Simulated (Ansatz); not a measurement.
Base system: Hf in the hcp (Mg type) structure (space group P6_3/mmc, No. 194; a = 3.2039 Å, c = 5.0724 Å; relaxed with 0.1 eV smearing).

(Cell as relaxed with PBE.)

Levels (all Ansatz, a first-principles code, PAW, earlier PAW set): PBE (420 eV, without spin-orbit coupling); r2SCAN (500 eV, no spin-orbit coupling).

Each level relaxes its own structure.

| base | PBE | r2SCAN |
|---|---|---|
| volume per atom | 22.55 Å³ | 22.36 Å³ |
| lattice parameter a | 320.4 pm | 319.8 pm |
| band gap | zero | zero |

It is then changed as follows: the cell is scaled by 1.0229 in all directions; the atoms relax in the strained cell.

```json
[
 {"quantity": "energy relative to the base (free energy F)", "PBE": "+34 meV/atom", "r2SCAN": "+34 meV/atom"},
 {"quantity": "pressure (mean of the normal stresses, compression positive)", "PBE": "-6.4 GPa", "r2SCAN": "-6.7 GPa"},
 {"quantity": "band gap", "PBE": "zero", "r2SCAN": "zero"}
]
```

PBE's pressure lies 0.25 GPa above r2SCAN's; the two agree on the energy relative to the base and band gap. Neither level is exact; r2SCAN is the comparison here, not a measurement.

Whether these cells are dynamically stable was not tested. All final runs are without spin polarisation.
